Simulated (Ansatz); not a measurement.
Start from SnO2 in the rutile structure (space group P4_2/mnm, No. 136).

```
CELL_PARAMETERS angstrom
      4.72236     0.00000     0.00000
      0.00000     4.72236     0.00000
      0.00000     0.00000     3.19034
ATOMIC_POSITIONS crystal
  Sn 0.00000 0.00000 0.00000
  Sn 0.50000 0.50000 0.50000
  O  0.30607 0.30607 0.00000
  O  0.80607 0.19393 0.50000
  O  0.19393 0.80607 0.50000
  O  0.69393 0.69393 0.00000
```

Cartesian axes are those of the cell as printed.

The values are results of LDA (Ansatz, an electronic-structure program; PAW; 420 eV plane waves; no SOC), not measurements.

Before the change:

The valence-band top at Γ comes out as 0.00, -0.80, -0.80 eV and the shortest interatomic distance is 2.044 Å. The electron mass comes out as 0.18 mₑ along c, 0.20 mₑ across (at Γ). The band gap comes out as 1.16 eV.

Modification: the cell is compressed by 2.40 % along z with no lateral relaxation; the atoms relax in the strained cell.

### Question
What happens to the valence-band top at Γ?

### Answer
The valence-band top at Γ (three highest levels, from the VBM) becomes 0.00, -0.86, -0.86 eV (base: 0.00, -0.80, -0.80 eV).

### Question
What does the calculation give for the energy relative to the base after the change?

### Answer
The energy rises by 9.7 meV/atom.

### Question
Estimate the effect on the shortest interatomic distance.

### Answer
The shortest interatomic distance shrinks by 0.013 Å to 2.031 Å.

### Question
Predict the new electron mass.

### Answer
The electron mass changes from 0.18 mₑ along c, 0.20 mₑ across (at Γ) to 0.20 mₑ along z, 0.23 mₑ across (at Γ).

### Question
What happens to the band gap?

### Answer
The band gap rises by 0.34 eV (1.16 eV → 1.50 eV).

Effective masses come from finite differences of ±0.01 Å⁻¹. Stability against distortions was not tested.
